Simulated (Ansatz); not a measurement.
A self-consistent single point of LiIn3 (P1, 4 atoms in the cell) with Ansatz (a program for electronic structure).

Method of the run: LDA (PW92), default PAW files made with PBE (plane waves; Ansatz).

```
CELL_PARAMETERS angstrom
     -2.23801     2.23801     4.59298
      2.23801    -2.23801     4.59298
      2.23801     2.23801    -4.59298
ATOMIC_POSITIONS crystal
  Li 0.99583 0.00397 0.00492
  In 0.75483 0.25446 0.50603
  In 0.25185 0.74777 0.49839
  In 0.49748 0.49381 0.99065
```

Reference input (self-consistent single point, DFT, PBEsol, plane waves, default PAW files made with PBE): kpoints.mp_grid.grid = 7 7 8; hamiltonian.xc = pbesol; hamiltonian.pseudopotentials = {kind: paw} (the program's default PAW files); scf.occupations.method = methfessel_paxton; scf.occupations.width = 0.05 eV. This run's input differs from it in these lines:

Ansatz 0.2 input:
```diff
@@ -13,3 +13,3 @@
 hamiltonian:
-  xc: pbesol
+  xc: lda
   pseudopotentials: { kind: paw }
```

Output (repeated stretches shortened):

```
SCF iter   1: F=—  HF=-16573.828926 eV  |F-HF|=—  |Δ(HF+E_count)|=         —  Δρ=7.37e-3  dr2=2.94e-2  ethr=1.77e-3  ⟨swp⟩=6.5  Hψ=23164  notcnv=0
all-band conjugate gradients solve this SCF's bands
preconditioner: auto → Kerker (q_TF=auto, 2.394 Å⁻¹)
SCF iter   2: F=—  HF=-16573.816318 eV  |F-HF|=—  |Δ(HF+E_count)|=   1.26e-2  S|Δr|=    0.00e0  Δρ=3.10e-3  dr2=6.53e-3  ethr=7.00e-5  ⟨swp⟩=2.0  Hψ=11633  notcnv=0  defer=111
   [... lines left out ...]
SCF iter   5: F=—  HF=-16573.813341 eV  |F-HF|=—  |Δ(HF+E_count)|=   2.10e-5  S|Δr|=    0.00e0  Δρ=4.75e-5  dr2=4.24e-6  ethr=1.27e-7  ⟨swp⟩=2.0  Hψ=5893  notcnv=0  defer=111
SCF iter   6: F=—  HF=-16573.813340 eV  |F-HF|=—  |Δ(HF+E_count)|=   1.00e-6  S|Δr|=    0.00e0  Δρ=1.69e-5  dr2=3.09e-7  ethr=1.01e-8  ⟨swp⟩=2.7  Hψ=9044  notcnv=0  defer=111
SCF iter   7: F=-16573.813340 eV  HF=-16573.813340 eV  |F-HF|=2.55e-8  |Δ(HF+E_count)|=   1.09e-7  S|Δr|=    0.00e0  Δρ=4.99e-6  dr2=3.12e-8  ethr=2.38e-10  ⟨swp⟩=7.4  Hψ=21713  notcnv=0
SCF 1 converged in 7 iterations: F = -16573.813340 eV  dr2 = 3.12e-8
Stability not checked (fill_not_monotonic)
Free energy (F): -16573.813340 eV
Internal energy: -16573.813434 eV  (E = F + TS)
E sigma→0 (E₀):  -16573.813364 eV
Entropy (-TS):   0.000093 eV (0.023 meV/atom)
Fermi energy:    8.892662 eV
--- Forces (eV/Å), atoms counted from 1 ---
  atom   1  Li    -0.04576096     0.00125809     0.03555646
  atom   2  In    -0.06626468    -0.02840261    -0.03411266
  atom   3  In     0.04150557    -0.00315873    -0.02803638
  atom   4  In     0.07050873     0.03030386     0.02659571
--- Stress (GPa, compression-positive) ---
       -2.857153       0.269026      -0.031042
        0.269026      -2.746511       0.078028
       -0.031042       0.078028      -2.135078
  P = ⅓ Tr σ = -2.5796 GPa (-25.796 kbar)
  The stress holds the Pulay correction. Without it, at fixed plane waves, as pw.x and ABINIT print it: P = -2.5983 GPa
```

The run converged in 7 iterations. Against the reference run the pressure goes from -0.86 to -2.58 GPa and the largest force goes from 0.092 to 0.081 eV/Å.

The starting cell comes from a database of computed structures (which also holds hypothetical and non-ambient phases and stackings), without a prior relaxation at this level. Its atoms were displaced at random from the sites of space group no. 139. Ansatz's pressure includes its estimate of the finite-basis (Pulay) stress.

Cost on one core of a shared machine: roughly 50 s.
